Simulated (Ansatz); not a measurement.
**A computed series for As: pressure series**

The parent structure is As in the A7 type structure (space group R-3m, No. 166; layered).

```yaml
crystal:
  lattice:
    - [1.87288, 1.08131, 3.25124]
    - [-1.87288, 1.08131, 3.25124]
    - [0.00000, -2.16262, 3.25124]
  atoms:
    - { symbol: As, position: [0.23276, 0.23276, 0.23276] }
    - { symbol: As, position: [0.76724, 0.76724, 0.76724] }
```

Cell and atoms are relaxed at each pressure.

All numbers come from PBEsol-D3(BJ)/PAW in Ansatz (an electronic-structure program), scalar-relativistic without spin-orbit coupling, earlier PAW set.

```csv
case,lattice parameter a,c/a ratio
base,3.746 Å,2.604
pressure −2 GPa,3.770 Å,2.644
pressure −1 GPa,3.758 Å,2.621
pressure 0.3 GPa,3.742 Å,2.599
pressure 0.7 GPa,3.738 Å,2.593
pressure 1.5 GPa,3.729 Å,2.581
pressure 3 GPa,…,…
pressure 5 GPa,3.695 Å,2.541
pressure 7.5 GPa,3.672 Å,2.522
pressure 10 GPa,3.649 Å,2.508
```

**Question.** What belongs in the blanks?

**Answer.** 
- pressure 3 GPa, lattice parameter a: 3.714 Å
- pressure 3 GPa, c/a ratio: 2.562

Load acts through the strain it causes; cell and atoms are relaxed under it. Whether these cells are dynamically stable was not tested. No other phases were tried under pressure.
